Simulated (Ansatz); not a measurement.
A (8,0) SiC nanotube has 32 atoms in a period of 5.344 Å, a mean diameter of 7.97 Å, and lies 97 meV/atom over the flat sheet relaxed at the same level.

The numbers are results of PBE (plane waves to 420 eV, PAW; Ansatz, a first-principles code), not measurements. Mesh 1×1×6. No spin polarisation. Isolated but for its images some 11 Å away. A hypothetical model, rolled from the flat sheet. It keeps the symmetry and period of its start, so it need not be a minimum against all distortions.

Which bending rigidity of the sheet does this imply in the thin-plate picture?

A plate bent to radius R stores D/(2R²) an area. The area an atom is π × 7.97 × 5.344/32 = 4.18 Å², so the stored energy is 0.097/4.18 = 0.0232 eV/Å². With R = 3.985 Å, D = 2R² × 0.0232 = 0.74 eV.
